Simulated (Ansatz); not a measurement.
Consider the following.

```yaml
crystal:
  lattice:
    - [-1.73055, 1.73055, 5.76014]
    - [1.73055, -1.73055, 5.76014]
    - [1.73055, 1.73055, -5.76014]
  atoms:
    - { symbol: Nb, position: [0.74891, 0.74891, 0.00000] }
    - { symbol: Nb, position: [0.49891, 0.99891, 0.50000] }
    - { symbol: As, position: [0.16809, 0.16809, 0.00000] }
    - { symbol: As, position: [0.91809, 0.41809, 0.50000] }
```

Level of theory: PBEsol, rigid bands (plane waves, PAW, scalar-relativistic; Ansatz, an electronic-structure program). Condition of this run: biaxial stress xx = yy = -2 GPa (compression positive) (the target of the relaxation). Geometry: cell and atoms relaxed with PBEsol, then loaded as said.

Q: Is this a good metal at this level?

A: No. No gap is resolved, and few carriers conduct, as in a semimetal or a zero-gap semiconductor. N(E_F) = 0.177 states/eV a cell at 300 K and the Drude plasma energy along the best axis is 1.32 eV, several times under that of a simple or noble metal.

Spin-orbit coupling is left out; it can open or close a small gap.

Formula and space group known from diffraction (Crystallography Open Database), not checked to be the room-temperature form: NbAs under load (space group I4_1md).
